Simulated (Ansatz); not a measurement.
# Defect calculation: B on the Si site + C vacancy in 4H silicon carbide

Calculation: PBE, PAW (plane waves to 420 eV; Ansatz, an electronic-structure program). Cell: 96 sites, 3×2×1; final energies on a 2×2×2 shifted mesh. Sites at the start: the Si(k) site; C(k) 1.90 Å away, along c. Charged cells carry a point-charge image correction with potential alignment at far atoms. Dielectric constants: PBE linear response of the host. Host gap at this level: 2.23 eV. These values are not converged in cell size to better than tenths of an eV. PBE underestimates the host's gap, which shifts levels and can delocalise carriers. Spin–orbit coupling is left out. Each state is the lowest found from its start.

Formation energies E_f are given with the Fermi level at the valence-band maximum. Chemical conditions: C-rich (Δμ(C) = 0.00 eV, Δμ(Si) = -0.41 eV, Δμ(B) = -0.13 eV, bounded by B4C (Cm); only phases computed here count, gases as isolated molecules at 0 K); Si-rich (Δμ(C) = -0.41 eV, Δμ(Si) = 0.00 eV, Δμ(B) = -0.023 eV, bounded by B4C (Cm); only phases computed here count, gases as isolated molecules at 0 K). Reference phases: B: alpha boron, C: graphite, Si: silicon.

```csv
charge,moment (μB),largest move off a lattice site (Å),image correction with alignment (eV),"E_f, C-rich (eV)","E_f, Si-rich (eV)"
+2*,fractional,0.45,–,–,–
+1,not spin-polarised,0.45,-0.02,2.36,2.25
0,1.0,0.44,0.00,3.98,3.88
```

* At this level the carrier isn't localised at the defect: at charge +2 holes occupy the valence band. Such a state is shallow or no state of the defect, and this cell gives it no level.

Starting moments that weren't kept: charge +2 began with 1 μB and ended with 0.3.

Transition levels above the valence-band maximum: ε(+1/0) = 1.62 eV. On the lower envelope of the bound states, inside the gap: (+1/0) at 1.62 eV.

Flagged in the runs: a host whose relaxation on this sampling wasn't shown to rest.

All states together cost roughly 100 core-minutes.
